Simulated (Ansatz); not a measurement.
Na interstitial (wurtzite ZnO host)

All values below come from PBE, PAW (plane waves to 420 eV; Ansatz, a quantum-chemistry and plane-wave program). A supercell of 96 sites (3×2×2 repeats of a cell of 8 atoms) was used; the energies come from a 2×2×2 shifted sampling of its zone. Site at the start: void with 3O nearest. Charged cells carry a point-charge image correction with potential alignment at far atoms. Dielectric constants: PBE linear response of the host. Host gap at this level: 0.74 eV. Finite-size and sampling errors can reach tenths of an eV here. The semilocal functional narrows the gap, so deep levels can fall outside it. Spin–orbit coupling is left out. Each state is the lowest found from its start.

The name describes the start; the neighbours show where the atoms ended.

Charges with a result: +1, 0. Others weren't obtained, and one of them could lie lower, also by skipping a charge.

```tsv
charge	moment (μB)	largest move off a lattice site (Å)	neighbours of the last Na atom of the defect at the end (Å)	image correction with alignment (eV)
+1	not spin-polarised	0.29	O 2.17, O 2.17, O 2.17	0.28
0†	quenched	0.30	O 2.17, O 2.17, O 2.18	0.00
```

† Not settled in this cell, so no level is given: charge 0: a level filled in part, carriers not clearly localised, level within 0.1 eV of a band edge or past it.

Starting moments that weren't kept: charge 0 began with 1 μB and ended with 0.0.

No other site or start that was run ended lower by more than 0.1 eV.

Flagged in the runs: a host whose relaxation on this sampling wasn't shown to rest, a strain field that reaches the edge of the cell.
